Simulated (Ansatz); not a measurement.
Relaxation of the outer planes of the (100) surface of zinc-blende InAs in its 1x1 cell (cut with top plane As, bottom plane As), relaxed from an ideal cut (the real face may reconstruct), outermost plane spacing 1.55 Å in the ideal cut (one of several cuts of this face), with 1 As a cell over the bulk's ratio.

All values below come from PBE (plane waves to 420 eV, PAW; Ansatz, a program for electronic structure).

Slab: 9 atoms, As5In4, 12.4 Å thick at the start; k 6x6x1, smearing 0.025 eV, dipole-corrected; all atoms relaxed; symmetry of the start imposed; spin-polarised from one start with parallel moments (other orders not tried), no spin-orbit, no U. The slab shows no gap over 0.04 eV on its mesh. The starting moment vanished.

| plane | atoms | bulk spacing to the next (Å) | relaxed spacing (Å) | change (%) | rumpling (Å) |
|---|---|---|---|---|---|
| 1 | As | 1.546 | (withheld) | (withheld) | 0.00 |
| 2 | In | 1.546 | 1.594 | 3.1 | 0.00 |

### Question
What belongs in the gaps?

### Answer

- 1, relaxed spacing (Å): 1.504
- 1, change (%): -2.7
